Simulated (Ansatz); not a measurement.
## Effect of O → C on SrTiO3

The parent structure is SrTiO₃ in the cubic perovskite structure (space group Pm-3m, No. 221; a = 3.908 Å).

Modification: every O is replaced by C, then cell and atoms are relaxed.

All numbers come from r2SCAN (Ansatz, a program for electronic structure; PAW; 500 eV plane waves; no SOC), earlier PAW set. k-mesh 11×11×11 (Γ-centred); smearing 0.05 eV (Fermi–Dirac), for the changed cell.

```csv
quantity,base,changed,shift
volume per atom,11.93 Å³,14.16 Å³,+2.23 Å³
density,5.11 g/cm³,4.02 g/cm³,-1.085 g/cm³
space group,Pm-3m (No. 221),Pm-3m (No. 221),–
shortest interatomic distance,195.4 pm,206.9 pm,+11.5 pm
band gap,2.27 eV,zero,–
```

No phonon test of stability was made. As relaxed here, SrTiC3 is a hypothetical phase, not in the database extracts checked. The final runs are not spin-polarised. Many cubic perovskites are stable only at high temperature; tilts and polar distortions were not tested. SrTiC3 has a high density of states at the Fermi level and may be magnetic at this level.
